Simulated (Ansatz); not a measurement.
We consider B (Pnnm, No. 58, 28 atoms in the cell; start mp-1193675; a measured phase of this formula has another space group), described by r²SCAN in Ansatz (plane waves, PAW).

Run with plane-wave cutoff 560 eV, 8×6×6 k mesh (along the axes of the cell as run), Fermi–Dirac smearing 0.01 eV, scalar-relativistic PAW data made under PBE.

Cell (relaxed with PBEsol):

```
B
1.0
    5.02279     0.00000     0.00000
    0.00000     5.58901     0.00000
    0.00000     0.00000     6.87570
B
28
Cartesian
  3.27842   5.07400   1.99358
  1.74437   0.51500   4.88212
  1.74437   0.51500   1.99358
  3.27842   5.07400   4.88212
  0.76702   3.30951   1.44427
  4.25577   2.27950   5.43143
  4.25577   2.27950   1.44427
  0.76702   3.30951   5.43143
  0.74430   4.31195   0.00000
  4.27849   1.27706   0.00000
  3.25570   4.07156   3.43785
  1.76709   1.51744   3.43785
  4.19649   5.54189   3.43785
  0.82630   0.04711   3.43785
  1.68509   2.84162   0.00000
  3.33770   2.74739   0.00000
  1.70687   4.36656   2.57213
  3.31592   1.22245   4.30357
  3.31592   1.22245   2.57213
  1.70687   4.36656   4.30357
  4.21826   4.01695   0.86572
  0.80453   1.57206   6.00998
  0.80453   1.57206   0.86572
  4.21826   4.01695   6.00998
  0.85691   2.91928   3.43785
  4.16588   2.66973   3.43785
  3.36830   5.46423   0.00000
  1.65449   0.12478   0.00000
```

Q: Predict the band gap, smallest direct gap on the k points sampled and Γ–Γ gap.

A: 
- band gap: 1.54 eV (indirect)
- smallest direct gap on the k points sampled: 1.76 eV
- Γ–Γ gap: 2.71 eV

Note: cell and atoms aren't relaxed at this level (largest force component 0.25 eV/Å, pressure 2.1 GPa).

Computed values are for the static lattice.

A start named mp-… is a Materials Project structure, which need not be a measured phase.

Ansatz is an electronic-structure program.
